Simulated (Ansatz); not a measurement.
The boundary is one mirror-built cell; no search for the lowest one was made.

System: Σ3 (111) symmetric tilt boundary in fcc Al, with one H atom a cell (7.1 Å²) in the boundary; relaxed on a coarser mesh with the in-plane cell held.

Input:

```
Al18H
1.0
    2.85763     0.00000     0.00000
    1.42882     2.47478     0.00000
    0.00000     0.00000    42.19246
Al H
18 1
Direct
  0.00000   0.00000   0.02334
  0.66667   0.66667   0.07888
  0.33333   0.33333   0.13368
  0.00000   0.00000   0.18863
  0.66667   0.66667   0.24358
  0.33333   0.33333   0.29853
  0.00000   0.00000   0.35347
  0.66667   0.66667   0.40842
  0.33333   0.33333   0.46354
  0.00000   0.00000   0.52881
  0.33333   0.33333   0.58298
  0.66667   0.66667   0.63844
  0.00000   0.00000   0.69336
  0.33333   0.33333   0.74828
  0.66667   0.66667   0.80320
  0.00000   0.00000   0.85812
  0.33333   0.33333   0.91304
  0.66667   0.66667   0.96787
  0.66667   0.66667   0.50716
```

Zero-bias coherent transport, averaged over 0.1 eV about the Fermi level.

Values are means of three energies within 0.05 eV of the Fermi level, on a potential converged at a Fermi-Dirac width of 0.05 eV. Resistances leave out the leads' Sharvin resistance. Spin-orbit coupling is left out.

Problem. Give the specific resistance of the junction and the share of channels that pass that PBE (Ansatz, an electronic-structure program) yields.

Solution. AR = 0.37 × 10⁻¹⁵ Ω m²; 65 % of the channels of the narrower lead pass.
